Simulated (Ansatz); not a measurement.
The parent structure is WC (space group P-6m2, No. 187; a = 2.913 Å, c = 2.835 Å; relaxed with 0.1 eV smearing). Axes: x lies along a and z along c of the hexagonal cell.

All numbers come from DFT with r2SCAN, PAW potentials and a 500 eV plane-wave cutoff in Ansatz (an electronic-structure program), scalar-relativistic without spin-orbit coupling.

It is then changed as follows: an isotropic linear strain of −1.00 %, atoms relaxed at fixed cell.

Task: Predict the stress tensor and what it implies for the stiffness.

Result: Stress of the strained cell less that of the base (GPa, compression positive):
```
   12.3     0.0     0.0
    0.0    12.3     0.0
    0.0     0.0    14.4
```

Then B = −ΔP/(ΔV/V₀) with ΔV/V₀ = -0.0297 gives secant stiffness values (nonlinear terms included at this strain): B (at held cell shape, above the free-shape value) ≈ 438 GPa.

As a check, the harmonic strain energy −½ V₀ Δσ:ε is 13 meV/atom; the computed energy rise is 12 meV/atom.

No phonon test of stability was made. The final runs are not spin-polarised.
